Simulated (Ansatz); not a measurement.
Antifluorite Be2C, treated with LDA (plane waves, PAW; Ansatz, an electronic-structure program).

Settings: plane-wave cutoff 520 eV, 14×14×14 k mesh, perturbation theory, scalar-relativistic PAW data made under PBE.

Cell (relaxed at this level):

```
CELL_PARAMETERS angstrom
      0.00000     2.13412     2.13412
      2.13412     0.00000     2.13412
      2.13412     2.13412     0.00000
ATOMIC_POSITIONS crystal
  Be 0.25000 0.25000 0.25000
  Be 0.75000 0.75000 0.75000
  C  0.00000 0.00000 0.00000
```

Problem. What does this level give for the high-frequency dielectric constant and static dielectric constant?

Solution. 
- high-frequency dielectric constant = 6.84
- static dielectric constant = 14.0

It cost roughly 50 core-seconds of CPU time.
